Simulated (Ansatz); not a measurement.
Here is the system:

```
CELL_PARAMETERS angstrom
      4.31895     0.00000     0.00000
     -2.15947     3.74032     0.00000
      0.00000     0.00000     6.93535
ATOMIC_POSITIONS crystal
  Cd 0.33333 0.66667 0.99783
  Cd 0.66667 0.33333 0.49783
  Se 0.33333 0.66667 0.37717
  Se 0.66667 0.33333 0.87717
```

These are r2SCAN with spin-orbit coupling, rigid bands (plane waves, PAW; Ansatz, a first-principles code) values and carry that method's errors. Condition of this run: uniaxial stress along c of 0.7 GPa (compression positive) (the target of the relaxation). How the cell was made: cell and atoms relaxed with PBEsol, then loaded as said.

### Question
Predict the electron conductivity mass (n e² τ/σ) at 300 K, by direction if it differs.

### Answer
0.113 (x), 0.113 (y), 0.106 (z) mₑ.

### Question
What conductivity effective mass do dilute holes have at 300 K?

### Answer
1.03 (x), 1.03 (y), 0.81 (z) mₑ.

### Question
And the band gap?

### Answer
1.08 eV at this level; semilocal functionals usually fall short of the measured gap.

Rigid bands, one relaxation time for all states, no polarons. Geometry: cell and atoms relaxed with PBEsol.
